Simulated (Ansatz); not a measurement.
The parent structure is KNiF3 in the cubic perovskite structure (space group Pm-3m, No. 221; a = 4.001 Å; ferromagnetic).

It is then changed as follows: a negative pressure, −1 GPa.

Computed with DFT with PBEsol, PAW potentials and a 420 eV plane-wave cutoff in Ansatz (a quantum-chemistry and plane-wave program), no spin-orbit coupling.

Base, band edges from the VBM (valence, conduction): M 0.00, 0.77; R 0.00, 2.42; X -0.37, 0.44; Γ -0.97, 0.44 eV.

### Question
Give the band edges at the high-symmetry points of the new zone, measured from its valence-band maximum.

### Answer
```
point  valence edge (eV)  conduction edge (eV)
-----  -----------------  --------------------
Γ                  -0.93                  0.46
X                  -0.34                  0.47
M                   0.00                  0.79
R                   0.00                  2.41
```

The gap is 0.46 eV, indirect, M → Γ.

Load acts through the strain it causes; cell and atoms are relaxed under it. Stability against distortions was not tested. No Hubbard U is applied and the magnetic state is the run's own (KNiF3 ferromagnetic); small cells can't hold the antiferromagnetic order that many such compounds have, so gaps and moments can be off. Where the two band edges lie in opposite spin channels, the gap is a spin-flip gap. Many cubic perovskites are stable only at high temperature; tilts and polar distortions were not tested.
